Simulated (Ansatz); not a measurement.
# How the bulk modulus B0 of MoPt (model structure, Pm-3m, No. 221, 2 atoms in the cell) moves with the method

No measured value is used here.

```tsv
level (code)	value (GPa)	cell (Å³/atom)
LDA (Ansatz)	287	15.21
PBEsol (Ansatz)	273	15.48
r²SCAN (Ansatz)	264	15.75
```

The crystal itself was run without spin with LDA, PBEsol, r²SCAN; a magnetic state was not tried in these runs. Density-functional levels without +SOC have no spin–orbit coupling. LDA, PBEsol, r²SCAN: the run has no spin polarisation, so it can have missed a magnetic state. LDA, PBEsol, r²SCAN: the bulk modulus is −V dP/dV from two relaxed cells at ±2 % in volume. Each level is taken at its own relaxed cell. Cutoffs differ between the levels. Ansatz's density-functional and Hartree–Fock values are scalar-relativistic unless marked +SOC, with PAW data made under PBE.

A model structure was made by putting elements into a prototype or built by hand; it is no filed structure, need not be a known phase, and can be a saddle point held by its symmetry.

Ansatz is a first-principles code.
